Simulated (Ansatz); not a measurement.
Consider NaCl in the rock salt structure (space group Fm-3m, No. 225; a = 5.696 Å).

All numbers come from PBE (Ansatz, an electronic-structure program; PAW; 420 eV plane waves; no SOC).

Strains are applied to the cell and any free atomic positions relax.

One change was made to it. Results:

| quantity | base | after |
|---|---|---|
| band gap | 5.00 eV | 4.94 eV |
| energy relative to the base (free energy F) | 0 meV/atom | +0.4 meV/atom |
| electron mass | 0.40 mₑ (at Γ) | 0.40 mₑ (at Γ) |

Problem. What was done to the base?
(A) isotropic strain −2.50 %
(B) isotropic strain −3.00 %
(C) isotropic strain +2.50 %
(D) isotropic strain +3.00 %
(E) isotropic strain +0.50 %

Solution. E, isotropic strain +0.50 %. For comparison, the band gap in the other runs: isotropic strain +3.00 % gives 4.69 eV; isotropic strain −3.00 % gives 5.36 eV; isotropic strain −2.50 % gives 5.29 eV; isotropic strain +2.50 % gives 4.74 eV.

Effective masses come from finite differences of ±0.01 Å⁻¹. No phonon test of stability was made.
